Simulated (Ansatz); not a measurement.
**KTaO3, pressure series**

Take KTaO$_{3}$ in the cubic perovskite structure (space group Pm-3m, No. 221; a = 4.023 Å) as the base.

Cell and atoms are relaxed at each pressure.

Calculations: Ansatz (a first-principles code), PBE, PAW, cutoff 420 eV, no SOC, earlier PAW set.

Candidates:
(a) pressure 75 GPa
(b) pressure −2 GPa
(c) pressure 30 GPa
(d) pressure 7 GPa
(e) pressure 3 GPa

Base values:

```
Property   Result
--------  -------
Band gap  2.17 eV
```

Question: Order them by band gap, highest first.

Answer: (a) pressure 75 GPa (2.65 eV), (c) pressure 30 GPa (2.44 eV), (d) pressure 7 GPa (2.25 eV), (e) pressure 3 GPa (2.21 eV), (b) pressure −2 GPa (2.15 eV)

Spin-orbit coupling, missing from the scalar runs, can matter with Ta. Load acts through the strain it causes; cell and atoms are relaxed under it. No phonon test of stability was made. No other phases were tried under pressure.
